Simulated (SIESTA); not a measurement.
SIESTA run on Rh (Fm-3m, 1 atom in the cell): self-consistent single point.

Method of the run: SIESTA 5.4.2 with GGA PBEsol, numerical atomic orbitals DZP, PseudoDojo PBEsol standard norm-conserving potentials (rewritten from UPF to PSML).

```
CELL_PARAMETERS angstrom
      0.00000     1.85960     1.85960
      1.85960     0.00000     1.85960
      1.85960     1.85960     0.00000
ATOMIC_POSITIONS crystal
  Rh 0.00000 0.00000 0.00000
```

Reference input (self-consistent single point, DFT, GGA PBE, numerical atomic orbitals DZP, PseudoDojo PBE standard norm-conserving potentials (rewritten from UPF to PSML)): XC.functional = GGA; XC.authors = PBE; potentials = PseudoDojo PBE standard; PAO.BasisSize = DZP; PAO.EnergyShift = 0.005 Ry; MeshCutoff = 300 Ry; kgrid.MonkhorstPack = 12 12 12; OccupationFunction = MP; OccupationMPOrder = 0; ElectronicTemperature = 200 meV; MaxSCFIterations = 150; SCF.Mixer.Method = Pulay. This run's input differs from it in these lines:

```diff
@@ -1,2 +1,2 @@
-# files in the folder: Rh.psml (PseudoDojo PBE standard)
+# files in the folder: Rh.psml (PseudoDojo PBEsol standard)
 SystemName  Rh
@@ -21,3 +21,3 @@
 XC.functional                GGA
-XC.authors                   PBE
+XC.authors                   PBEsol
 PAO.BasisSize                DZP
```

Output (repeated stretches shortened):

```
        iscf     Eharris(eV)        E_KS(eV)     FreeEng(eV)     dDmax    Ef(eV) dHmax(eV)
   scf:    1    -3175.461097    -3187.392703    -3187.403738  1.181577 -2.126993  7.182629
   scf:    2    -3189.374802    -3188.464088    -3188.477811  0.340823 -3.002913  4.084556
   scf:    3    -3189.186196    -3188.971677    -3188.991773  0.346015 -4.155513  0.073613
   scf:    4    -3188.972219    -3188.972182    -3188.991987  0.013550 -4.128939  0.081388
   scf:    5    -3188.972001    -3188.972127    -3188.992163  0.007554 -4.164118  0.007788
   scf:    6    -3188.972051    -3188.972091    -3188.992161  0.001191 -4.170942  0.010832
   scf:    7    -3188.972144    -3188.972119    -3188.992164  0.000783 -4.166840  0.001399
   scf:    8    -3188.972113    -3188.972116    -3188.992164  0.000086 -4.167319  0.000022
   scf:    9    -3188.972116    -3188.972116    -3188.992164  0.000002 -4.167325  0.000018
SCF Convergence by DM+H criterion
max |DM_out - DM_in|         :     0.0000023690
max |H_out - H_in|      (eV) :     0.0000176277
SCF cycle converged after 9 iterations

Using DM_out to compute the final energy and forces

siesta: E_KS(eV) =            -3188.9721

siesta: E_KS - E_eggbox =     -3188.9721

siesta: Atomic forces (eV/Ang):
     1   -0.000000    0.000000    0.000000
   Tot   -0.000000    0.000000    0.000000
   Max    0.000000
   Res    0.000000    sqrt( Sum f_i^2 / 3N )
   Max    0.000000    constrained

Stress tensor Voigt[x,y,z,yz,xz,xy] (kbar):     -206.17     -206.17     -206.17       -0.27       -0.27       -0.27
(Free)E + p*V (eV/cell)    -3187.3371
Target enthalpy (eV/cell)    -3188.9922

siesta: Program's energy decomposition (eV):
siesta: FreeEng =     -3188.992164

siesta: Stress tensor (static) (eV/Ang**3):
   [... lines left out ...]
siesta: Cell volume =         12.861348 Ang**3
siesta:         206.17057275        206.17057275  kBar
   [... lines left out ...]
               4dz2    4dxz    4dx2-y2
   1 17.000   1.924  -0.276   0.540   1.960   1.960   1.960   0.353   0.353
              0.353   1.672   1.672   1.724   1.672   1.724  -0.147  -0.147

             -0.075  -0.147  -0.075

mulliken: Qtot =       17.000

Mulliken Atomic Populations:
Atom #   charge [q] valence [e]  Species
     1     0.000000   17.000000  Rh
 Total     0.000000
```

The run converged in 9 iterations. Against the reference run the pressure goes from 32.91 to 20.62 GPa.

The starting cell comes from a database of computed structures (which also holds hypothetical and non-ambient phases and stackings), without a prior relaxation at this level. Its lattice was rescaled by a random factor within 2.5 % of one. Spin polarisation is off. Values carry the incompleteness of an atom-centred basis. With a pressure of about 21 GPa the cell is away from its equilibrium volume at this level.

Cost on one core of a shared machine: roughly 30 s.
